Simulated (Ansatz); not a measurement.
Results of LDA in Ansatz (plane waves, PAW) for TlBr (Fm-3m, No. 225, 2 atoms in the cell; start mp-568560; metastable phase).

Run with plane-wave cutoff 520 eV, 10×10×10 k mesh, Fermi–Dirac smearing 0.01 eV, scalar-relativistic PAW data made under PBE.

Cell (relaxed at this level):

```cif
data_Br4Tl4
_chemical_formula_sum 'Tl4 Br4'
_space_group_name_H-M_alt 'Fm-3m'
_space_group_IT_number 225
_space_group_name_Hall '-F 4 2 3'
_cell_length_a 6.42093
_cell_length_b 6.42093
_cell_length_c 6.42093
_cell_angle_alpha 90.000
_cell_angle_beta 90.000
_cell_angle_gamma 90.000
loop_
_atom_site_label
_atom_site_type_symbol
_atom_site_symmetry_multiplicity
_atom_site_Wyckoff_symbol
_atom_site_fract_x
_atom_site_fract_y
_atom_site_fract_z
_atom_site_occupancy
Tl1 Tl 4 a 0.00000 0.00000 0.00000 1
Br1 Br 4 b 0.50000 0.50000 0.50000 1
```
(The calculation used a cell of 2 atoms; values per cell refer to that cell.)

Give the computed band gap and Γ–Γ gap.


- band gap: 1.50 eV
- Γ–Γ gap: 8.40 eV

Spin–orbit coupling is not included; with these elements it can move the gap by several tenths of an eV or more.

Computed values are for the static lattice.

A start named mp-… is a Materials Project structure, which need not be a measured phase.

Ansatz is a quantum-chemistry and plane-wave program.
